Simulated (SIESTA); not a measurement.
**Worked example: self-consistent single point of LaAl₂ (Fd-3m, 6 atoms in the cell) in SIESTA**

Level of theory: GGA PBEsol, numerical atomic orbitals DZP, PseudoDojo PBEsol standard norm-conserving potentials (rewritten from UPF to PSML) run with SIESTA.

Input:

```
# files in the folder: La.psml Al.psml (PseudoDojo PBEsol standard)
SystemName  LaAl2
SystemLabel siesta

NumberOfAtoms                6
NumberOfSpecies              2
%block ChemicalSpeciesLabel
  1 57 La
  2 13 Al
%endblock ChemicalSpeciesLabel
LatticeConstant              1.0 Ang
%block LatticeVectors
     0.000000000    4.064465000    4.064465000
     4.064465000    0.000000000    4.064465000
     4.064465000    4.064465000    0.000000000
%endblock LatticeVectors
AtomicCoordinatesFormat      Bohr
%block AtomicCoordinatesAndAtomicSpecies
     0.000000000    0.000000000    0.000000000  1
     3.840362847    3.840362847    3.840362847  1
     9.600907116    9.600907116    9.600907116  2
     9.600907116    5.760544270    5.760544270  2
     5.760544270    5.760544270    9.600907116  2
     5.760544270    9.600907116    5.760544270  2
%endblock AtomicCoordinatesAndAtomicSpecies

XC.functional                GGA
XC.authors                   PBEsol
PAO.BasisSize                DZP
PAO.EnergyShift              0.005 Ry
MeshCutoff                   350 Ry
%block kgrid.MonkhorstPack
    5   0   0  0.0
    0   5   0  0.0
    0   0   5  0.0
%endblock kgrid.MonkhorstPack
OccupationFunction           MP
OccupationMPOrder            0
ElectronicTemperature        0.272 eV

MaxSCFIterations             150
SCF.Mixer.Method             Pulay
SCF.Mixer.Weight             0.1
SCF.Mixer.History            6
SCF.DM.Tolerance             1.0E-04
Diag.ParallelOverK           true
WriteForces                  true
Charge.Mulliken              end
```

Output (repeated stretches shortened):

```
reinit: Reading from file input.fdf

reinit: System Name: LaAl2
reinit: System Label: siesta

coor:   Atomic-coordinates input format  =     Cartesian coordinates
coor:                                            (in Bohr units)

siesta: Atomic coordinates (Bohr) and species
siesta:      0.00000   0.00000   0.00000  1        1
siesta:      3.84036   3.84036   3.84036  1        2
siesta:      9.60091   9.60091   9.60091  2        3
siesta:      9.60091   5.76054   5.76054  2        4
siesta:      5.76054   5.76054   9.60091  2        5
siesta:      5.76054   9.60091   5.76054  2        6

siesta: System type = bulk

initatomlists: Number of atoms, orbitals, and projectors:      6    90   136

siesta: ******************** Simulation parameters ****************************
redata: Spin configuration                          = none
redata: Time-Reversal Symmetry                      = T
redata: Number of Atomic Species                    =        2
redata: Mesh Cutoff                                 =   350.0000 Ry
redata: Net charge of the system                    =     0.0000 |e|
redata: Min. number of SCF Iter                     =        0
redata: Max. number of SCF Iter                     =      150
redata: SCF convergence failure will abort job
redata: SCF mix quantity                            = Hamiltonian
redata: Mix DM or H after convergence               =   F
redata: Recompute H after scf cycle                 =   F
redata: Mix DM in first SCF step                    =   T
redata: No kicks to SCF
redata: DM Mixing Weight for Kicks                  =     0.5000
redata: Require Harris convergence for SCF          =   F
redata: Harris energy tolerance for SCF             =     0.000100 eV
redata: Require DM convergence for SCF              =   T
redata: DM tolerance for SCF                        =     0.000100
redata: Require EDM convergence for SCF             =   F
   [... lines left out ...]
diag: Used triangular part                          = Lower
diag: Absolute tolerance                            =  0.100E-15
diag: Orthogonalization factor                      =  0.100E-05
diag: Memory factor                                 =  1.0000

superc: Internal auxiliary supercell:     5 x     5 x     5  =     125
superc: Number of atoms, orbitals, and projectors:    750  11250  17000

                        Single-point calculation

superc: Internal auxiliary supercell:     5 x     5 x     5  =     125
superc: Number of atoms, orbitals, and projectors:    750  11250  17000

outcell: Unit cell vectors (Ang):
        0.000000    4.064465    4.064465
        4.064465    0.000000    4.064465
        4.064465    4.064465    0.000000

outcell: Cell vector modules (Ang)   :    5.748022    5.748022    5.748022
outcell: Cell angles (23,13,12) (deg):     60.0000     60.0000     60.0000
outcell: Cell volume (Ang**3)        :    134.2889
new_DM -- step:     1
Initializing Density Matrix...

Attempting to read DM from file... Failed...
DM filled with atomic data:

InitMesh: MESH = 54 x 54 x 54 = 157464
InitMesh: Mesh cutoff (required, used) =   350.000   365.885 Ry

stepf: Methfessel-Paxton step function
       Using Hermite-Gauss polynomials of order  0
        iscf     Eharris(eV)        E_KS(eV)     FreeEng(eV)     dDmax    Ef(eV) dHmax(eV)
   scf:    1    -2137.308625    -2164.563972    -2164.698369  1.647310 -5.775368  1.806317
   scf:    2    -2164.730879    -2164.652179    -2164.788943  0.020147 -5.796381  1.393667
   scf:    3    -2164.800635    -2164.750443    -2164.892845  0.053578 -5.850145  0.411184
   scf:    4    -2164.788996    -2164.773168    -2164.915969  0.058509 -5.874495  0.078714
   scf:    5    -2164.758127    -2164.768298    -2164.912781  0.006420 -5.887557  0.160023
   scf:    6    -2164.775942    -2164.773659    -2164.916739  0.006236 -5.879563  0.008236
   scf:    7    -2164.773120    -2164.773528    -2164.916201  0.001794 -5.877372  0.053457
   scf:    8    -2164.773198    -2164.773565    -2164.916752  0.001869 -5.880059  0.001307
   scf:    9    -2164.773585    -2164.773575    -2164.916752  0.000036 -5.880006  0.000209
SCF Convergence by DM+H criterion
max |DM_out - DM_in|         :     0.0000359305
max |H_out - H_in|      (eV) :     0.0002091925
SCF cycle converged after 9 iterations

Using DM_out to compute the final energy and forces

siesta: E_KS(eV) =            -2164.7736

siesta: E_KS - E_eggbox =     -2164.7736

siesta: Atomic forces (eV/Ang):
     1   -0.000001   -0.000001   -0.000001
     2    0.000001    0.000001    0.000001
     3   -0.000147   -0.000147   -0.000147
     4   -0.000147    0.000147    0.000147
     5    0.000147    0.000147   -0.000147
     6    0.000147   -0.000147    0.000147
   Tot    0.000000    0.000000    0.000000
   Max    0.000147
   Res    0.000120    sqrt( Sum f_i^2 / 3N )
   Max    0.000147    constrained

Stress tensor Voigt[x,y,z,yz,xz,xy] (kbar):        1.79        1.79        1.79       -0.00       -0.00       -0.00
(Free)E + p*V (eV/cell)    -2165.0666
Target enthalpy (eV/cell)    -2164.9168

siesta: Program's energy decomposition (eV):
siesta: Ebs     =      -585.105912
siesta: Eions   =      3619.855468
siesta: Ena     =      1192.448125
siesta: Ekin    =       529.693610
siesta: Enl     =       269.129553
siesta: Eso     =         0.000000
siesta: Edftu   =         0.000000
siesta: DEna    =        33.819425
siesta: DUscf   =         0.546884
siesta: DUext   =         0.000000
siesta: Ex      =      -510.774502
siesta: Ec      =       -59.781202
siesta: Exc     =      -570.555704
siesta: Eharris =     -2164.773585
siesta: Etot    =     -2164.773575
siesta: FreeEng =     -2164.916752

siesta: Stress tensor (static) (eV/Ang**3):
siesta:     0.001116   -0.000001   -0.000001
siesta:    -0.000001    0.001116   -0.000001
siesta:    -0.000001   -0.000001    0.001116

siesta: Cell volume =        134.288913 Ang**3

siesta: Pressure (static):
siesta:                Solid            Molecule  Units
siesta:          -0.00001215         -0.00001210  Ry/Bohr**3
siesta:          -0.00111555         -0.00111111  eV/Ang**3
siesta:          -1.78731021         -1.78019244  kBar

mulliken: Atomic and Orbital Populations:

Species: La
Atom  Qatom  Qorb
               5s      6s      6s      5py     5pz     5px     6py     6pz
               6px     5dxy    5dyz    5dz2    5dxz    5dx2-y2 5dxy    5dyz
               5dz2    5dxz    5dx2-y2
   1 10.790   1.810   0.054   0.218   1.915   1.915   1.915   0.240   0.240
              0.240   0.359   0.359   0.576   0.359   0.576   0.053   0.053

             -0.072   0.053  -0.072
   2 10.791   1.810   0.055   0.217   1.915   1.915   1.915   0.240   0.240
              0.240   0.359   0.359   0.576   0.359   0.576   0.053   0.053

             -0.071   0.053  -0.071

Species: Al
Atom  Qatom  Qorb
               3s      3s      3py     3pz     3px     3py     3pz     3px
               3Pdxy   3Pdyz   3Pdz2   3Pdxz   3Pdx2-y2
   3  3.105   1.141   0.108  -0.093  -0.093  -0.093   0.529   0.529   0.529
              0.111   0.111   0.107   0.111   0.107
   4  3.105   1.141   0.108  -0.093  -0.093  -0.093   0.529   0.529   0.529
   [... 5 lines left out ...]

mulliken: Qtot =       34.000

Mulliken Atomic Populations:
Atom #   charge [q] valence [e]  Species
     1     0.209845   10.790155  La
     2     0.208558   10.791442  La
     3    -0.104602    3.104602  Al
     4    -0.104601    3.104601  Al
     5    -0.104601    3.104601  Al
     6    -0.104601    3.104601  Al
 Total    -0.000000
```

The run converged in 9 iterations.

The starting cell comes from a database of computed structures (which also holds hypothetical and non-ambient phases and stackings), without a prior relaxation at this level. Values carry the incompleteness of an atom-centred basis.

Cost on one core of a shared machine: roughly 2 min.
